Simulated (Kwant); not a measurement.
System: quantum point contact (saddle potential) in a InSb two-dimensional gas. Effective mass 0.014 mₑ, grid spacing 10 nm, hard walls, nominal width 200 nm (19 grid rows, so walls 200 nm apart), one parabolic valley, scattering region 600 nm long along x; energies count from the band bottom; Fermi energy 0.0118 eV. Potential (V0 + ½k y²) cos²(πx/L) for |x| < L/2, with V0 swept from 0.01239 to 0 eV, k = 1.2e-05 eV/nm², L = 390 nm.

Constants are typed, rounded textbook-type inputs, not results; the design itself was drawn at random and stands for no fabricated device.

Computed with Kwant: effective-mass tight-binding model on a square grid, one spin, coherent transport at 0 K. Conductance is in e²/h.

Question: Compare with the saddle-point formula G = Σ 1/(1 + exp(−2π(E − V0 − ħωy(n + ½))/ħωx)), taking ħωy = ħ√(k/m) and ħωx from the curvature along x of V0 plus half of the mode's confinement energy.

Answer: ħωy = 8.08 meV; at V0 = 10.1 meV the lowest mode has ħωx = 2.92 meV.

```
V0 (meV)  formula  simulation
--------  -------  ----------
11.7      0.00037     0.00032
10.1       0.0071      0.0073
8.44         0.17        0.19
6.82         0.91        0.92
5.21         1.00        1.00
3.59         1.00        1.00
```

The formula takes a parabolic saddle in the continuum; the run has the full potential on a grid.
